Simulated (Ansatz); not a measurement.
Start from ZnInGaO₄ (space group R3m, No. 160).

```
ZnInGaO4
1.0
    1.67799     0.96879     8.70467
   -1.67799     0.96879     8.70467
    0.00000    -1.93758     8.70467
In Ga Zn O
1 1 1 4
Direct
  0.99692   0.99692   0.99692
  0.21295   0.21295   0.21295
  0.78119   0.78119   0.78119
  0.13648   0.13648   0.13648
  0.87897   0.87897   0.87897
  0.28877   0.28877   0.28877
  0.70472   0.70472   0.70472
```

Cartesian axes are those of the cell as printed.

Computed with PBE (Ansatz, a first-principles code), no SOC, earlier PAW set.

For the base:

- Band gap: 1.11 eV
- Shortest interatomic distance: 3.662 bohr

It is then changed as follows: compressive biaxial strain of 4.77 % in the plane normal to [001], as in epitaxy on a mismatched substrate; the out-of-plane cell vector and the atoms relax.

Problem. What happens to the band gap, shortest interatomic distance and in-plane stress?

Solution. The band gap increases by 0.02 eV, from 1.11 eV to 1.13 eV; the shortest interatomic distance decreases by 0.175 bohr (3.662 bohr → 3.487 bohr); the mean in-plane stress (compression positive) is +15.6 GPa.

Semilocal Kohn–Sham gaps tend to fall short of experiment. Whether these cells are dynamically stable was not tested.
